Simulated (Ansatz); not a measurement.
**Short convergence ladders for Sr4Bi2O (I4mm, 7 atoms in the cell)**

```
CELL_PARAMETERS angstrom
     -2.50747     2.50747     8.79961
      2.50747    -2.50747     8.79961
      2.50747     2.50747    -8.79961
ATOMIC_POSITIONS crystal
  Sr 0.83781 0.83781 0.00000
  Sr 0.17023 0.17023 0.00000
  Sr 0.99808 0.49808 0.50000
  Sr 0.49808 0.99808 0.50000
  Bi 0.63778 0.63778 0.00000
  Bi 0.36026 0.36026 0.00000
  O  0.99020 0.99020 0.00000
```

Base method: PBEsol, default PAW files made with PBE (plane waves; Ansatz, a program for electronic structure).

Base settings: basis.ecutwfc = 420 eV; kpoints.mp_grid.grid = 3 3 3; hamiltonian.xc = pbesol; hamiltonian.pseudopotentials = {kind: paw} (the program's default PAW files); scf.occupations.method = fermi_dirac; scf.occupations.width = 0.02 eV.

The count of work is k-points × plane waves × bands × iterations; it is no time. Core times come from one kind of shared machine, to one figure; runs under 30 s give none.

**The cutoff for other potential files**

Level: DFT, PBEsol, plane waves, harder PAW files (source: ansatz) made with PBE.

In this ladder: hamiltonian.pseudopotentials = {kind: paw, source: ansatz}.

The second cell is the first with its lattice scaled by 0.98.

The mesh stays at the base's, so the ladder's end is converged at best in this setting alone.

Only quantities that move along the ladder and can be compared are tabulated.

```tsv
basis.ecutwfc	free energy less the last step's (meV/atom)	energy of the compressed cell less the first (meV/atom)	pressure without the Pulay estimate (GPa)	largest difference of a force vector from the last step's (eV/Å)	count of work / last	core time / last (rough)
420 eV	277.89	4.74	-6.45	0.013	0.096	–
510 eV	78.35	3.07	-2.99	0.004	0.14	–
650 eV	8.48	2.51	-1.35	0.001	0.21	–
790 eV	0.62	2.48	-1.06	0.000	0.28	–
930 eV	0.17	2.48	-1.03	0.000	0.36	–
1115 eV	0.12	2.48	-1.03	0.000	0.47	0.5
1395 eV	0.05	2.48	-1.03	0.000	0.65	0.6
1860 eV	0.00	2.48	-1.03	0.000	1.0	1
```

Coarsest basis.ecutwfc that holds the pressure without the Pulay estimate within 0.1 GPa of the last step, with all finer ones: 790 eV, at 0.28 of the last step's count of work; the step before is off by 0.32 GPa.

Coarsest basis.ecutwfc that holds the energy of the compressed cell less the first within 1 meV/atom of the last step, with all finer ones: 510 eV, at 0.14 of the last step's count of work; the step before is off by 2.3 meV/atom.

Coarsest basis.ecutwfc that holds the forces within 0.005 eV/Å of the last step, with all finer ones: 510 eV, at 0.14 of the last step's count of work; the step before is off by 0.013 eV/Å.

The energy difference between the two cells stays within 1 meV/atom of the last step's from 510 eV on, the total only from 790 eV on: much of the error is common to both cells and cancels.

At the lowest cutoff the pressure without the Pulay estimate lies 5.4 GPa under the last step's, the usual sign of Pulay stress in an incomplete plane-wave basis.

**The density cutoff**

The mesh stays at the base's, so the ladder's end is converged at best in this setting alone.

Only quantities that move along the ladder and can be compared are tabulated.

```csv
basis.ecutrho_ratio,free energy less the last step's (meV/atom)
2,-0.94
3,0.00
4,-0.01
5,0.00
6,0.00
8,0.00
10,0.00
12,0.00
16,0.00
```

Coarsest basis.ecutrho_ratio that holds the free energy within 0.5 meV/atom of the last step, with all finer ones: 3; the step before is off by 0.94 meV/atom.

**The relaxed cell against the cutoff**

On Sr₄Bi₂O (I4mm, 7 atoms in the cell): atoms on their sites.

In this ladder: relax = cell and atoms.

The mesh stays at the base's, so the ladder's end is converged at best in this setting alone.

Only quantities that move along the ladder and can be compared are tabulated.

```csv
basis.ecutwfc,relaxed volume (Å³/atom),relaxation steps,core time / last (rough)
210 eV,30.583,58,1
250 eV,31.154,23,0.6
295 eV,30.852,13,0.4
355 eV,30.809,10,0.4
420 eV,30.821,8,0.4
505 eV,30.808,8,0.5
630 eV,30.807,8,0.6
840 eV,30.806,8,1
```

Coarsest basis.ecutwfc that holds the relaxed volume within 0.031 Å³/atom of the last step, with all finer ones: 355 eV, at about 0.4 of the last step's time; the step before is off by 0.046 Å³/atom.

At the lowest cutoff the cell relaxes to a volume 0.7 % smaller than at the highest. Ansatz relaxes on a stress corrected for the finite basis.

On the base run: the starting cell comes from a database of computed structures (which also holds hypothetical and non-ambient phases and stackings), without a prior relaxation at this level. Its lattice was rescaled by up to half a per cent. One atom was moved a little off its site on purpose.

Keys are those of Ansatz 0.2.
